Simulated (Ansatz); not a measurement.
Consider Zr₃N₄ (space group I-43d, No. 220; a = 6.7826 Å).

(Cell as relaxed with PBE.)

Levels (all Ansatz, a program for electronic structure, PAW): PBE (420 eV, spin-orbit coupling left out); PBEsol (420 eV, no spin-orbit coupling).

Each level relaxes its own structure.

```json
[
 {"base": "volume per atom", "PBE": "11.14 Å³", "PBEsol": "10.75 Å³"},
 {"base": "lattice parameter a", "PBE": "6.783 Å", "PBEsol": "6.703 Å"},
 {"base": "band gap", "PBE": "0.70 eV", "PBEsol": "0.75 eV"}
]
```

It is then changed as follows: cell and atoms relaxed at a pressure of 3 GPa.

| quantity | PBE | PBEsol |
|---|---|---|
| band gap | 0.73 eV | 0.79 eV |
| electron mass (degenerate bands, along [100]) | 0.33, 0.44 mₑ (at Γ) | 0.29, 0.42 mₑ (at Γ) |
| shortest interatomic distance | 2.233 Å | 2.229 Å |

PBE's band gap lies 0.06 eV below PBEsol's; PBE's shortest interatomic distance lies 0.0034 Å above PBEsol's (0.2 %). Neither level is exact; PBEsol is the comparison here, not a measurement.

Load acts through the strain it causes; cell and atoms are relaxed under it. Effective masses come from finite differences of ±0.01 Å⁻¹. No phonon test of stability was made.
